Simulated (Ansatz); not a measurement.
# NbSi (model structure, started from the NbAs type, I4₁md, No. 109, 4 atoms in the cell)

The numbers are results of LDA (Ansatz, a program for electronic structure, PAW), not measurements.

Settings: plane-wave cutoff 520 eV, 22×22×22 k mesh, Fermi–Dirac smearing 0.05 eV, no spin polarisation, scalar-relativistic PAW data made under PBE.

Cell (relaxed at this level):

```
NbSi
1.0
   -1.68214     1.68214     5.82000
    1.68214    -1.68214     5.82000
    1.68214     1.68214    -5.82000
Nb Si
2 2
Direct
  0.50072   0.50072   0.00000
  0.25072   0.75072   0.50000
  0.91528   0.91528   0.00000
  0.66528   0.16528   0.50000
```

For NbSi (model structure, started from the NbAs type, I4₁md, No. 109, 4 atoms in the cell), the bulk modulus B0 is 170 GPa.

Note: the run has no spin polarisation, so it can have missed a magnetic state; the bulk modulus is −V dP/dV from two relaxed cells at ±2 % in volume; the relaxation could raise the start's symmetry but not lower it, so the cell can be a saddle point.

Computed values are for the static lattice.

The result took around 12 core-minutes (rough).

A model structure was made by putting elements into a prototype or built by hand; it is no filed structure, need not be a known phase, and can be a saddle point held by its symmetry.
